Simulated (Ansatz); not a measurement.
An Ansatz (a quantum-chemistry and plane-wave program) input (Ansatz r2SCAN, no spin-orbit coupling):

Ansatz 0.2 input:
```yaml
crystal:
  lattice:
    - [4.1690410759, 0, 0]
    - [-2.084520538, 3.6104954812, 0]
    - [0, 0, 6.7874572341]
  atoms:
    - { symbol: In, position: [0.6666666667, 0.3333333333, 0.9998500575] }
    - { symbol: In, position: [0.3333333333, 0.6666666667, 0.4998500575] }
    - { symbol: P, position: [0.6666666667, 0.3333333333, 0.6253499425] }
    - { symbol: P, position: [0.3333333333, 0.6666666667, 0.1253499425] }
basis: { ecutwfc: 500, ecutrho_ratio: 4, xc_grid: 4, fft_grid_basis: typed }
kpoints: { mp_grid: { grid: [9, 9, 5] } }
hamiltonian:
  xc: r2scan
  dispersion: none
  pseudopotentials: { kind: paw }
scf: { occupations: { method: fermi_dirac, width: 0.05 }, convergence: { dr2_threshold: 0.0000000004 } }
relax: { f_tol: 0.005, max_steps: 50 }
output: { forces: true, stress: true }
checkpoint: { write: state.ck, write_every: 1000 }
```

**Question.** Which symmetry and how many k-points will the program report, and about how many plane waves at Γ?

**Answer.** Space group P63mc (ITA 186) with 12 operations, k-points 36 of 405, and 2611 plane waves at Γ.

**Question.** And the final pressure?

**Answer.** 0.60 GPa (compression positive).

The cells carry an imposed strain or load. Whether these cells are dynamically stable was not tested. The cell was made from InP in the wurtzite structure (space group P6_3mc, No. 186; a model cell, its experimental status unchecked) by this change: uniaxial strain ε_zz = −0.85 %. This is not the structure that InP has at room temperature and ambient pressure.
